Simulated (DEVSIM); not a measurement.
System: abrupt GaAs p-n junction, at 300 K.

```csv
layer (left to right),material,thickness (μm),Nd (cm⁻³),Na (cm⁻³),τn (s),τp (s)
1,GaAs,27.0,-,1.8e14,4e-8,4e-8
2,GaAs,100,4.1e15,-,4e-8,4e-8
```

Left contact: ohmic. Right contact: ohmic. Voltage is applied to the left contact. Recombination: SRH at mid-gap, radiative. Mobility is μmin + (μ − μmin)/(1 + (N/Nref)^α).

Constants are typed, rounded textbook-type inputs, not results; the design itself was drawn at random and stands for no fabricated device. Values at 300 K.

```tsv
parameter	GaAs
gap (eV)	1.424
affinity (eV)	4.07
permittivity	12.9
Nc (cm⁻³)	4.7e17
Nv (cm⁻³)	9e18
μn (cm²/Vs)	8500
μp (cm²/Vs)	400
μn,min	500
μp,min	20
Nref,n	6e16
Nref,p	1.5e17
αn	0.39
αp	0.38
B (cm³/s)	2e-10
```

DEVSIM, 1D drift-diffusion, Boltzmann statistics, complete ionisation; no tunnelling, impact ionisation, image-force lowering or self-heating.

Question: Tabulate band edges, carrier densities and field at zero bias.

Answer: Energies count from the Fermi level of the right contact; mesh points crowd at the junctions.

```
x (μm)   Ec (eV)  Ev (eV)  n (cm⁻³)  p (cm⁻³)  field (V/cm)
-------  -------  -------  --------  --------  ------------
0.000      1.144   -0.280     < 1e2    1.8e14           ≈ 0
0.05760    1.144   -0.280     < 1e2    1.8e14           ≈ 0
0.2532     1.144   -0.280     < 1e2    1.8e14           ≈ 0
0.9172     1.144   -0.280     < 1e2    1.8e14           ≈ 0
4.780      1.144   -0.280     < 1e2    1.8e14           ≈ 0
15.53      1.144   -0.280     < 1e2    1.8e14           ≈ 0
23.50      1.143   -0.281     < 1e2    1.7e14           -46
26.33      0.590   -0.834     5.7e7     88000         -5200
26.82      0.308   -1.115    3.1e12     < 1e2         -6400
26.96      0.214   -1.210    1.2e14     < 1e2         -6800
27.01      0.184   -1.240    3.9e14     < 1e2         -6600
27.14      0.134   -1.290    2.6e15     < 1e2         -1600
27.53      0.123   -1.301    4.1e15     < 1e2           ≈ 0
28.87      0.123   -1.301    4.1e15     < 1e2           ≈ 0
36.64      0.123   -1.301    4.1e15     < 1e2           ≈ 0
59.85      0.123   -1.301    4.1e15     < 1e2           ≈ 0
103.0      0.123   -1.301    4.1e15     < 1e2           ≈ 0
120.0      0.123   -1.301    4.1e15     < 1e2           ≈ 0
125.6      0.123   -1.301    4.1e15     < 1e2           ≈ 0
126.6      0.123   -1.301    4.1e15     < 1e2           ≈ 0
126.9      0.123   -1.301    4.1e15     < 1e2           ≈ 0
127.0      0.123   -1.301    4.1e15     < 1e2           ≈ 0
```
